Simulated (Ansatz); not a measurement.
# SnO2: band gap against strain

SnO2 (rutile, P4_2/mnm, 11.858 Å³/atom at rest, c along z) under an equal strain ε in the (001) plane with the normal axis free, as in a coherent film. LDA in Ansatz, a plane-wave DFT program (PAW, default set), 420 eV, 7×7×10 Γ-centred mesh, Fermi-Dirac smearing 0.05 eV; ions are relaxed within the symmetry of each cell. Gaps are the smallest over the k-mesh and a band path, without spin-orbit coupling; in all rows the valence edge lies at Γ and the conduction edge at Γ.

Here s stands for strain and Eg for gap.

| strain (%) | gap (eV) |
|---|---|
| 0.00 | 1.161 |
| 0.60 | 1.102 |
| 1.20 | 1.046 |
| 1.80 | 0.992 |
| 3.00 | ? |

Using a straight line, estimate the missing Eg at s = 3.00 from the other rows, showing the fit.

Means: s 0.90000, Eg 1.0753. About the means, the sum of products is -0.16890 and the sum of squares of s is 1.8000; the slope is their ratio. Least squares gives Eg = 1.1597 - 0.09383·s. Residuals (row less fit): 0.0013, -0.0014, -0.0011, 0.0012; standard error 0.0018 (degrees of freedom: 2). Over these rows the gap moves by -9.4 ± 0.1 eV per unit strain. At the withheld row, Eg = 1.1597 - 0.09383 × 3.0 = 0.8782 eV. The calculation gives 0.895 eV, 0.0168 eV above the prediction (6.3 % of the range of Eg in the table). The row lies outside the fitted rows, so this is an extrapolation. From the scatter of the fitted rows alone, a prediction at this place has a standard error of 0.0034 eV, so the miss is 4.9 times that.

One order more, fitted to all 6 runs of the series, follows each within 0.001, so the miss is the next term of a smooth law. Spin-orbit coupling is left out, which can shift this property for SnO2. Rows are the converged runs of the series near zero and its far end; series whose fitted rows scatter by over a few per cent of the range, as at a crossing or softening among them, aren't shown in this form. Most that stay on the fit to the last digits aren't either.
